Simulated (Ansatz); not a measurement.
Consider BN in the h-BN type structure (space group P6_3/mmc, No. 194; layered, stacked along the Cartesian z axis).

```xyz
4
Lattice="2.4997 0.0000 0.0000 -1.2499 2.1648 0.0000 0.0000 0.0000 6.5253" Properties=species:S:1:pos:R:3 pbc="T T T"
B      0.0000     1.4432     1.6313
B      1.2499     0.7216     4.8940
N      0.0000     1.4432     4.8940
N      1.2499     0.7216     1.6313
```

Cartesian axes are those of the cell as printed.

Method: r2SCAN+rVV10 (Ansatz, a quantum-chemistry and plane-wave program, PAW, no spin-orbit coupling), earlier PAW set.

Strains are applied to the cell and any free atomic positions relax; under biaxial strain the out-of-plane vector relaxes too.

One change was made to it. Results:

```json
[
 {"quantity": "smallest direct gap", "base": "5.18 eV", "after": "4.97 eV"},
 {"quantity": "band gap", "base": "4.74 eV", "after": "4.59 eV"}
]
```

Q: Which change produced these results?
A. biaxial strain −4.40 %, plane normal [001], relaxed out of plane
B. isotropic strain +5.63 %
C. uniaxial strain ε_xx = +2.85 %

A: C, uniaxial strain ε_xx = +2.85 %. For comparison, the band gap in the other runs: biaxial strain −4.40 %, plane normal [001], relaxed out of plane gives 4.96 eV; isotropic strain +5.63 % gives 4.51 eV.

Whether these cells are dynamically stable was not tested.
